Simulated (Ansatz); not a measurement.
The (100) surface of rock-salt TiC, W on half the Ti sites of the top plane, c(2x2) (bottom of the slab: a bare face, its two planes held)

The numbers are results of PBE (plane waves to 420 eV, PAW; Ansatz, a program for electronic structure), not measurements.

Model: 24-atom slab, 10.8 Å thick at the start with caps and adatoms (thin: gaps and levels are the slab's own), 9x9x1 mesh, Fermi-Dirac 0.1 eV, dipole correction, 8 atoms held, the rest relaxed; held to the start's symmetry, so lower structures may exist; no spin, no spin-orbit, no U. It is one candidate, not shown to be the stable structure of the face.

```
Item                                                Result
-----------------------------  ---------------------------
work function of the top face                      3.94 eV
energy released by relaxation                      0.56 eV
cost                           very roughly 4 core-minutes
```
